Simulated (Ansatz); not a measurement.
Start from Au in the fcc (Cu type) structure (space group Fm-3m, No. 225; a = 4.124 Å; relaxed with 0.1 eV smearing). Axes: x, y, z lie along the cube axes.

The values are results of r2SCAN, PAW, 500 eV (Ansatz, a program for electronic structure; no SOC), earlier PAW set, not measurements.

Strains are applied to the cell and any free atomic positions relax; under biaxial strain the out-of-plane vector relaxes too.

One change was made to it. Results:

| quantity | base | after |
|---|---|---|
| energy relative to the base (free energy F) | 0 meV/atom | +0.5 meV/atom |
| pressure (mean of the normal stresses, compression positive) | 0.0 GPa | 0.4 GPa |
| volume per atom | 17.54 Å³ | 17.50 Å³ |

Q: What was done to the base?
(A) biaxial strain +2.67 %, plane normal [001], relaxed out of plane
(B) uniaxial strain ε_xx = +5.99 %
(C) isotropic strain −1.51 %
(D) biaxial strain −0.76 %, plane normal [110], relaxed out of plane
(E) uniaxial strain ε_zz = +0.20 %

A: D, biaxial strain −0.76 %, plane normal [110], relaxed out of plane. For comparison, the pressure in the other runs: isotropic strain −1.51 % gives 8.0 GPa; uniaxial strain ε_xx = +5.99 % gives -7.4 GPa; biaxial strain +2.67 %, plane normal [001], relaxed out of plane gives -0.6 GPa; uniaxial strain ε_zz = +0.20 % gives -0.3 GPa.

Whether these cells are dynamically stable was not tested.
